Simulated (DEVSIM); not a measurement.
Device: abrupt GaAs n-p junction, at 400 K.

Layer 1 from the left is GaAs, thickness (μm) 80.0, Nd (cm⁻³) 5.4e16, τn (s) 9e-9, τp (s) 9e-9. Layer 2 from the left is GaAs, thickness (μm) 1.20, Na (cm⁻³) 9e15, τn (s) 9e-9, τp (s) 9e-9.

Left contact: ohmic. Right contact: ohmic. Voltage is applied to the left contact. Recombination: SRH at mid-gap, radiative. Mobility is μmin + (μ − μmin)/(1 + (N/Nref)^α).

The device is made up for the run: typed textbook-type constants, with dimensions and the other settings drawn at random. Values at 300 K; Nc and Nv go as T^1.5, mobilities as T to minus their exponent, the gap by Varshni's rule with the affinity fixed.

GaAs: gap (eV) 1.424, affinity (eV) 4.07, permittivity 12.9, Nc (cm⁻³) 4.7e17, Nv (cm⁻³) 9e18, μn (cm²/Vs) 8500, μp (cm²/Vs) 400, μn,min 500, μp,min 20, Nref,n 6e16, Nref,p 1.5e17, αn 0.39, αp 0.38, T exponent of μn 2.1, T exponent of μp 2.2, B (cm³/s) 2e-10, Varshni α (eV/K) 0.000541, Varshni β (K) 204.

Simulated with DEVSIM: 1D drift-diffusion, Boltzmann statistics, complete ionisation; no tunnelling, impact ionisation, image-force lowering or self-heating.

Dark forward current:

| |V| (V) | |J| (A/cm²) |
|---|---|
| 0.05 | 2.452e-7 |
| 0.10 | 7.344e-7 |
| 0.15 | 1.786e-6 |
| 0.20 | 4.159e-6 |
| 0.25 | 9.798e-6 |
| 0.30 | 2.424e-5 |
| 0.35 | 6.505e-5 |
| 0.40 | 0.0001937 |
| 0.45 | 0.0006417 |
| 0.50 | 0.002323 |
| 0.55 | 0.008944 |
| 0.60 | 0.03576 |
| 0.65 | 0.1460 |
| 0.70 | 0.6001 |
| 0.75 | 2.444 |
| 0.80 | 9.436 |
| 0.85 | 31.18 |
| 0.90 | 78.63 |
| 0.95 | 151.7 |
| 1.00 | 243.0 |
| 1.05 | 345.7 |
| 1.10 | 456.0 |
| 1.15 | 571.5 |
| 1.20 | 690.7 |
| 1.25 | 812.6 |
| 1.30 | 936.7 |

Task: Work out the local ideality factor n = ΔV / (kT/q · ln(J2/J1)) between the rows 0.15 and 0.20 V, 0.65 and 0.70 V, 1.25 and 1.30 V.

Result: kT/q = 34.47 mV. From 0.15 to 0.20 V: ln(4.159e-6/1.786e-6) = 0.845, n = 1.72. From 0.65 to 0.70 V: ln(0.6001/0.1460) = 1.413, n = 1.03, near the 1 of diffusion or emission over a barrier. From 1.25 to 1.30 V: ln(936.7/812.6) = 0.142, n = 10.21.

Task: Estimate the current at 0.65 V from the Shockley equation with J0 = Σ q ni² D/(N L) coth(W/L), τ joining the SRH, radiative and Auger lifetimes that are on, and W taken as the whole layer.

Result: ni² = 4.45e19 cm⁻⁶; holes in the n layer: μ = 131 cm²/Vs, D = 4.51 cm²/s, τ = 8.20e-9 s, L = 1.92 μm, W/L = 42, term 3.10e-12 A/cm²; electrons in the p layer: μ = 3230 cm²/Vs, D = 111 cm²/s, τ = 8.86e-9 s, L = 9.94 μm, W/L = 0.12, term 7.39e-10 A/cm². J0 = 7.42e-10 A/cm², and J = J0 exp(qV/kT) = 0.115 A/cm². The simulation gives 0.146 A/cm²; the estimate lies 21 % below. The estimate leaves out recombination in the depletion region and that region's share of W.
